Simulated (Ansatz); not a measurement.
System: HfPt (Cmcm, No. 63; cell taken from a computed entry). Method: r²SCAN+rVV10 (PAW; Ansatz, an electronic-structure program).

Input:

Ansatz 0.2 input:
```yaml
crystal:
  lattice:
    - [1.667666316, -5.1102781749, 0.0]
    - [1.667666316, 5.1102781749, 0.0]
    - [0.0, 0.0, 4.2431272054]
  atoms:
    - { symbol: Hf, position: [0.8578094663, 0.1421905337, 0.75] }
    - { symbol: Hf, position: [0.1421905337, 0.8578094663, 0.25] }
    - { symbol: Pt, position: [0.5924040795, 0.4075959205, 0.75] }
    - { symbol: Pt, position: [0.4075959205, 0.5924040795, 0.25] }
basis:
  ecutwfc: 560
  ecutrho_ratio: 4
  xc_grid: 3
kpoints:
  mp_grid: { grid: [18, 18, 14] }
hamiltonian:
  xc: r2scan
  dispersion: rvv10
  pseudopotentials: { azcp: { folder: ./paw }, kind: paw }
scf:
  occupations: { method: fermi_dirac, width: 0.05 }
output:
  forces: true
  stress: true
  eigenvalues: true
relax:
  f_tol: 0.004
  escape_saddle: false
  max_steps: 80
  cell: { stress_tol: 0.02, fix: [volume] }
```

Excerpt of the program's output:

```
Relaxation: its limit of steps is 80 (relax.max_steps)
Crystal: 4 atoms, lattice volume = 72.322 Å³
Basis set: ecut = 560 eV, 2193 PW (Γ), exchange–correlation on 135×135×108 points (27 copies of the dense FFT grid, shifted against one another)
Bands: 53, of which v1, the nominal top of the filled ones, is band 44 counted from 1 (43 counted from 0)
Symmetry: 8 space group operations
Space group: Cmcm (ITA 63), of the structure as read, at distance tolerance 4.2e-5 Å
k-points: 728 of 4536
Initial density: superposition of atomic densities (chi_scale 0.1, normalization cell, long waves kept (reshape's long-wave potential 0.01 eV rms))
Functional: x = r2scan, c = r2scan + rvv10(b = 11.95, C = 0.0093); τ floored in thin density (d = 2e-4 eV/Å³)
SCF iter   1: F=—  HF=-56552.364113 eV  |F-HF|=—  |Δ(HF+E_count)|=         —  Δρ=2.84e-1  dr2=1.15e2  dr2_τ=6.12e0
SCF iter   2: F=—  HF=-56536.592530 eV  |F-HF|=—  |Δ(HF+E_count)|=    1.58e1  Δρ=4.04e-2  dr2=1.24e0  dr2_τ=6.28e0
  ...
SCF 1 converged in 11 iterations: F = -56537.462127 eV  dr2 = 2.75e-8
Crystal: 4 atoms, lattice volume = 72.322 Å³
Basis set: ecut = 560 eV, 2209 PW (Γ), exchange–correlation on 135×135×108 points (27 copies of the dense FFT grid, shifted against one another)
Initial density: handed on by an earlier stage of this run
SCF 2 converged in 8 iterations: F = -56537.460265 eV  dr2 = 2.97e-7
Crystal: 4 atoms, lattice volume = 72.322 Å³
SCF 3 converged in 12 iterations: F = -56537.462960 eV  dr2 = 4.77e-12
Crystal: 4 atoms, lattice volume = 72.322 Å³
SCF 4 converged in 6 iterations: F = -56537.462976 eV  dr2 = 1.03e-8
Crystal: 4 atoms, lattice volume = 72.322 Å³
SCF 5 converged in 7 iterations: F = -56537.462985 eV  dr2 = 4.00e-9
Crystal: 4 atoms, lattice volume = 72.322 Å³
SCF iter   6: F=—  HF=-56537.462995 eV  |F-HF|=—  |Δ(HF+E_count)|=  1.46e-11  Δρ=1.06e-7  dr2=7.36e-12  dr2_τ=1.43e-12
SCF iter   7: F=-56537.462995 eV  HF=-56537.462995 eV  |F-HF|=7.28e-12  |Δ(HF+E_count)|=  1.46e-11  Δρ=3.61e-8  dr2=1.11e-12  dr2_τ=2.56e-13
SCF 6 converged in 7 iterations: F = -56537.462995 eV  dr2 = 1.11e-12
SCF converged after 7 iterations
Free energy (F): -56537.462995 eV
Internal energy: -56537.450577 eV  (E = F + TS)
E sigma→0 (E₀):  -56537.456786 eV
Fermi energy:    21.235169 eV
--- Forces (eV/Å), atoms counted from 1 ---
  atom   1  Hf    -0.00000000     0.00136582     0.00000000
  atom   2  Hf     0.00000000    -0.00136582     0.00000000
  atom   3  Pt    -0.00000000    -0.00366032     0.00000000
  atom   4  Pt     0.00000000     0.00366032     0.00000000
--- Stress (GPa, compression-positive) ---
        4.043277      -0.000000       0.000000
       -0.000000       4.045271      -0.000000
        0.000000      -0.000000       4.048416
  P = ⅓ Tr σ = 4.0457 GPa (40.457 kbar)
```

The cell is one volume of an energy–volume scan, off the minimum.

The PAW data were made under PBE.

Note: the relaxation could not lower the start's symmetry, so the cell can be a saddle point above a distorted one.

Cost on a shared machine: around 30 core-minutes (rough).
